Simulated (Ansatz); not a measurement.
## CsCl-type PdIn: properties by level of theory

```
level (code)                   equilibrium lattice constant a (Å)  formation enthalpy (eV/atom)
-----------------------------  ----------------------------------  ----------------------------
PBE-D4 (Ansatz)                                        (withheld)                        -0.538
rVV10 (Ansatz)                                              3.330                        -0.449
B3LYP (VWN-RPA form) (Ansatz)                          (withheld)                        -0.594
```

Some entries are withheld; supply them.


- PBE-D4 (Ansatz, a first-principles code), equilibrium lattice constant a (Å): 3.268
- B3LYP (VWN-RPA form) (Ansatz), equilibrium lattice constant a (Å): 3.333

Ansatz's density-functional and Hartree–Fock values are scalar-relativistic unless marked +SOC, with PAW data made under PBE.

The crystal itself was run without spin with PBE-D4, rVV10, B3LYP (VWN-RPA form); a magnetic state was not tried in these runs.

The computed numbers hold no vibrational or temperature effects.
